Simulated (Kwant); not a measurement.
Device: wire with a row of barriers in a Ge (holes) two-dimensional gas. Effective mass 0.06 mₑ, grid spacing 12 nm, hard walls, nominal width 300 nm (25 grid rows, so walls 312 nm apart), one parabolic valley, scattering region 1200 nm long along x; energies count from the band bottom; Fermi energy swept from 5.5708e-05 to 0.00066153 eV. 4 barrier(s) across the wire, height 0.0034 eV, thickness 24 nm (about 2 grid columns), spaced by 144 nm.

Constants are typed, rounded textbook-type inputs, not results; the design itself was drawn at random and stands for no fabricated device.

Kwant, effective-mass tight-binding model on a square grid, one spin, coherent transport at 0 K. Conductance is in e²/h.

How many channels do the leads carry at E = 0.380, 0.460 meV?

The hard-wall thresholds are n² ħ²π²/(2mW²) = n² × 0.0644 meV with W = 312 nm. √(0.380/0.0644) = 2.43, so 2. √(0.460/0.0644) = 2.67, so 2.
